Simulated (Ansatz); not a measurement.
**Harmonic thermodynamics of HfO2 (P4_2/nmc, relaxed from the tetragonal-ZrO2 type)**

Per mole of formula units at the relaxed static volume; finite displacements on a 6×6×4 mesh, DFT at the LDA level (Ansatz, a quantum-chemistry and plane-wave program), k mesh 6×6×4; sums on an interpolated 12×12×8 mesh. The cell was generated from a structure type, relaxed within its symmetry, and need not be the phase found at ambient conditions. Dynamical quadrupoles are not included in the interpolation of the phonons between the solved wave vectors. Spin-orbit coupling is not included. Zero-point energy 19.55 kJ/mol.

```csv
T (K),F_vib (kJ/mol),S (J/mol/K),C_V (J/mol/K)
100,18.96,16.5,24.5
150,17.83,28.7,35.6
200,16.11,40.2,44.6
250,13.83,50.9,51.5
300,11.03,60.8,56.6
400,4.06,78.0,63.1
600,-14.38,104.9,69.0
800,-37.47,125.2,71.4
1000,?,?,?
```

Question: Fill in the missing entries.

Answer: 
- 1000, F_vib (kJ/mol): -64.17
- 1000, S (J/mol/K): 141.2
- 1000, C_V (J/mol/K): 72.6

The crystal is held in this phase throughout; melting and phase transitions are not modelled.

The PAW data sets were generated under PBE and serve the other functionals too.
